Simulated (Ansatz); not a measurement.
Worked example: self-consistent single point of Cd₃Au (Cmmm, 4 atoms in the cell) in Ansatz (an electronic-structure program).

Method: PBEsol, default PAW files made with PBE (plane waves; Ansatz).

```yaml
crystal:
  lattice:
    - [1.52530, -2.80927, 0.00000]
    - [1.52530, 2.80927, 0.00000]
    - [0.00000, 0.00000, 9.89776]
  atoms:
    - { symbol: Cd, position: [0.50000, 0.50000, 0.75921] }
    - { symbol: Cd, position: [0.50000, 0.50000, 0.24079] }
    - { symbol: Cd, position: [0.00000, 0.00000, 0.50000] }
    - { symbol: Au, position: [0.00000, 0.00000, 0.00000] }
```

Reference input (self-consistent single point, DFT, PBEsol, plane waves, default PAW files made with PBE): kpoints.mp_grid.grid = 14 14 4; hamiltonian.xc = pbesol; hamiltonian.pseudopotentials = {kind: paw} (the program's default PAW files); scf.occupations.method = gaussian; scf.occupations.width = 0.2 eV. This run's input differs from it in these lines:

```diff
@@ -20,3 +20,3 @@
     method: gaussian
-    width: 0.2 eV
+    width: 0.1 eV
 output:
```

Log, with long lists cut:

```
SCF iter   1: F=—  HF=-37559.260983 eV  |F-HF|=—  |Δ(HF+E_count)|=         —  Δρ=5.54e-3  dr2=2.30e-2  ethr=1.77e-3  ⟨swp⟩=6.4  Hψ=28451  notcnv=0  defer=57
all-band conjugate gradients solve this SCF's bands
preconditioner: auto → Kerker (q_TF=auto, 2.696 Å⁻¹)
SCF iter   2: F=—  HF=-37559.255691 eV  |F-HF|=—  |Δ(HF+E_count)|=   5.29e-3  Δρ=1.82e-3  dr2=3.28e-3  ethr=2.91e-5  ⟨swp⟩=2.1  Hψ=12942  notcnv=0  defer=79
   [... lines left out ...]
SCF iter   5: F=—  HF=-37559.254639 eV  |F-HF|=—  |Δ(HF+E_count)|=   1.90e-6  Δρ=4.27e-5  dr2=6.44e-6  ethr=4.96e-8  ⟨swp⟩=1.3  Hψ=8869  notcnv=0  defer=79
SCF iter   6: F=—  HF=-37559.254638 eV  |F-HF|=—  |Δ(HF+E_count)|=   6.97e-7  Δρ=1.64e-5  dr2=5.52e-7  ethr=8.16e-9  ⟨swp⟩=1.3  Hψ=7824  notcnv=0  defer=79
SCF iter   7: F=—  HF=-37559.254638 eV  |F-HF|=—  |Δ(HF+E_count)|=   7.05e-8  Δρ=6.84e-6  dr2=1.11e-7  ethr=1.27e-10  ⟨swp⟩=8.6  Hψ=33412  notcnv=0
SCF iter   8: F=-37559.254638 eV  HF=-37559.254638 eV  |F-HF|=4.42e-9  |Δ(HF+E_count)|=   1.41e-8  Δρ=2.18e-6  dr2=6.78e-9  ethr=1.27e-10  ⟨swp⟩=3.8  Hψ=22972  notcnv=0
SCF 1 converged in 8 iterations: F = -37559.254638 eV  dr2 = 6.78e-9
Free energy (F): -37559.254638 eV
Internal energy: -37559.249492 eV  (E = F + TS)
E sigma→0 (E₀):  -37559.252065 eV
Entropy (-TS):   -0.005146 eV (-1.286 meV/atom)
Fermi energy:    14.904678 eV
--- Forces (eV/Å), atoms counted from 1 ---
  atom   1  Cd     0.00000000     0.00000000     0.10722485
  atom   2  Cd     0.00000000     0.00000000    -0.10722485
  atom   3  Cd     0.00000000     0.00000000     0.00000000
  atom   4  Au    -0.00000000     0.00000000     0.00000000
--- Stress (GPa, compression-positive) ---
       -3.761905       0.000000       0.000000
        0.000000      -3.821941       0.000000
        0.000000       0.000000      -4.383797
  P = ⅓ Tr σ = -3.9892 GPa (-39.892 kbar)
  The stress holds the Pulay correction. Without it, at fixed plane waves, as pw.x and ABINIT print it: P = -4.0289 GPa
```

The run converged in 8 iterations. Against the reference run the free energy goes up by 2.1 meV/atom, the pressure hardly changes (-3.93 to -3.99 GPa) and the largest force goes from 0.113 to 0.107 eV/Å.

The starting cell comes from a database of computed structures (which also holds hypothetical and non-ambient phases and stackings), without a prior relaxation at this level. Its lattice was rescaled by a random factor within 2.5 % of one. With a pressure of about -4 GPa the cell is away from its equilibrium volume at this level. Ansatz's pressure includes its estimate of the finite-basis (Pulay) stress.

Keys are those of Ansatz 0.2.
